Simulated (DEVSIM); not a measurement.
Device: abrupt Si p-n junction, at 300 K.

| layer (left to right) | material | thickness (μm) | Nd (cm⁻³) | Na (cm⁻³) | τn (s) | τp (s) |
|---|---|---|---|---|---|---|
| 1 | Si | 5.80 | - | 2.2e15 | 0.00067 | 0.00067 |
| 2 | Si | 0.350 | 7.1e15 | - | 0.00067 | 0.00067 |

Left contact: ohmic. Right contact: ohmic. Voltage is applied to the left contact. Recombination: SRH at mid-gap, radiative. Mobility is μmin + (μ − μmin)/(1 + (N/Nref)^α).

Constants are typed, rounded textbook-type inputs, not results; the design itself was drawn at random and stands for no fabricated device. Values at 300 K.

| parameter | Si |
|---|---|
| gap (eV) | 1.124 |
| affinity (eV) | 4.05 |
| permittivity | 11.7 |
| Nc (cm⁻³) | 2.86e19 |
| Nv (cm⁻³) | 3.1e19 |
| μn (cm²/Vs) | 1417 |
| μp (cm²/Vs) | 470 |
| μn,min | 52 |
| μp,min | 45 |
| Nref,n | 9.7e16 |
| Nref,p | 2.2e17 |
| αn | 0.68 |
| αp | 0.72 |
| B (cm³/s) | 4.7e-15 |

Simulated with DEVSIM: 1D drift-diffusion, Boltzmann statistics, complete ionisation; no tunnelling, impact ionisation, image-force lowering or self-heating.

### Question
Tabulate band edges, carrier densities and field at zero bias.

### Answer
Energies count from the Fermi level of the right contact; mesh points crowd at the junctions.

```tsv
x (μm)	Ec (eV)	Ev (eV)	n (cm⁻³)	p (cm⁻³)	field (V/cm)
0.000	0.877	-0.247	53000	2.2e15	≈ 0
0.02022	0.877	-0.247	53000	2.2e15	≈ 0
0.06069	0.877	-0.247	53000	2.2e15	≈ 0
0.1316	0.877	-0.247	53000	2.2e15	≈ 0
0.3259	0.877	-0.247	53000	2.2e15	≈ 0
0.6448	0.877	-0.247	53000	2.2e15	≈ 0
1.204	0.877	-0.247	53000	2.2e15	≈ 0
2.735	0.877	-0.247	53000	2.2e15	≈ 0
4.165	0.877	-0.247	53000	2.2e15	≈ 0
4.920	0.877	-0.247	53000	2.2e15	-34
5.332	0.850	-0.274	150000	7.7e14	-2700
5.614	0.658	-0.466	2.6e8	4.5e11	-11000
5.710	0.532	-0.592	3.3e10	3.5e9	-15000
5.762	0.450	-0.674	7.8e11	1.5e8	-17000
5.798	0.389	-0.735	8.3e12	1.4e7	-18000
5.815	0.360	-0.764	2.6e13	4500000	-16000
5.844	0.317	-0.807	1.4e14	840000	-13000
5.899	0.261	-0.863	1.2e15	100000	-7400
6.013	0.220	-0.904	5.7e15	20000	-1100
6.081	0.216	-0.908	6.7e15	17000	-320
6.123	0.215	-0.909	7.0e15	17000	-170
6.150	0.215	-0.909	7.1e15	16000	-150
```
